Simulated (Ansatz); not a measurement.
Data:

```
ZnS
1.0
    0.00000     2.67826     2.67826
    2.67826     0.00000     2.67826
    2.67826     2.67826     0.00000
Zn S
1 1
Direct
  0.00000   0.00000   0.00000
  0.25000   0.25000   0.25000
```

The numbers are results of r2SCAN with spin-orbit coupling, rigid bands (plane waves, PAW; Ansatz, a program for electronic structure), not measurements. Cell: cell and atoms relaxed with PBEsol.

Q: What conductivity effective mass do dilute holes have at 300 K?

A: 0.85 mₑ.

Q: What conductivity effective mass do dilute electrons have at 300 K?

A: 0.21 mₑ.

Q: And the band gap?

A: 2.77 eV at this level; semilocal functionals usually fall short of the measured gap.

Rigid bands, one relaxation time for all states, no polarons. Geometry: cell and atoms relaxed with PBEsol.
